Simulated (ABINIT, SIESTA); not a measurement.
An ABINIT input for a self-consistent single point of CaSnF4 (P4/mmm, 6 atoms in the cell) (DFT, LDA (PW92), plane waves, PAW (JTH v2.0 LDA PAW)):

```
# CaSnF4, JTH v2.0 LDA PAW
pp_dirpath "./"
pseudos "Ca.LDA_PW-JTH.xml, Sn.LDA_PW-JTH.xml, F.LDA_PW-JTH.xml"
acell 4.0045500000 4.0045500000 5.7804700000 Angstrom
rprim
         1.0000000000    0.0000000000    0.0000000000
         0.0000000000    1.0000000000    0.0000000000
         0.0000000000    0.0000000000    1.0000000000
natom 6
ntypat 3
znucl 20 50 9
typat 1 2 3 3 3 3
xred
         0.0000000000    0.0000000000    0.5000000000
         0.5000000000    0.5000000000    0.0000000000
         0.5000000000    0.0000000000    0.2657400000
         0.5000000000    0.0000000000    0.7342600000
         0.0000000000    0.5000000000    0.2657400000
         0.0000000000    0.5000000000    0.7342600000
ecut 653 eV
pawecutdg 1306 eV
pawxcdev 0
ixc 7
occopt 3
tsmear 0.01 eV
nband 34
kptopt 1
ngkpt 8 8 5
nshiftk 1
shiftk 0 0 0
nstep 50
tolvrs 1.0e-11
prtwf 0
prtden 0
enunit 2
```

Give the SIESTA input for the same structure, mesh, smearing and functional.

This is the input that was run; spellings and numerical settings could be chosen otherwise.

```
# files in the folder: Ca.psml Sn.psml F.psml (PseudoDojo LDA standard)
SystemName  CaSnF4
SystemLabel CaSnF4

NumberOfAtoms                6
NumberOfSpecies              3
%block ChemicalSpeciesLabel
  1 20 Ca
  2 50 Sn
  3 9 F
%endblock ChemicalSpeciesLabel
LatticeConstant              1.0 Ang
%block LatticeVectors
     4.004550000    0.000000000    0.000000000
     0.000000000    4.004550000    0.000000000
     0.000000000    0.000000000    5.780470000
%endblock LatticeVectors
AtomicCoordinatesFormat      Fractional
%block AtomicCoordinatesAndAtomicSpecies
     0.000000000    0.000000000    0.500000000  1
     0.500000000    0.500000000    0.000000000  2
     0.500000000    0.000000000    0.265740000  3
     0.500000000    0.000000000    0.734260000  3
     0.000000000    0.500000000    0.265740000  3
     0.000000000    0.500000000    0.734260000  3
%endblock AtomicCoordinatesAndAtomicSpecies

XC.functional                LDA
XC.authors                   PW92
PAO.BasisSize                DZP
PAO.EnergyShift              0.01 Ry
MeshCutoff                   350 Ry
%block kgrid.MonkhorstPack
    8   0   0  0.0
    0   8   0  0.0
    0   0   5  0.0
%endblock kgrid.MonkhorstPack
OccupationFunction           FD
ElectronicTemperature        10.0 meV

MaxSCFIterations             150
SCF.Mixer.Method             Broyden
SCF.Mixer.Weight             0.25
SCF.Mixer.History            6
SCF.DM.Tolerance             1.0E-04
Diag.ParallelOverK           true
WriteForces                  true
```

Basis, cutoffs, solver keys and any potentials are the target program's own. This input uses DFT, LDA PW92, numerical atomic orbitals DZP, PseudoDojo LDA standard norm-conserving potentials (rewritten from UPF to PSML). LDA parametrisations can differ slightly between programs.

The starting cell comes from a database of computed structures (which also holds hypothetical and non-ambient phases and stackings), without a prior relaxation at this level.
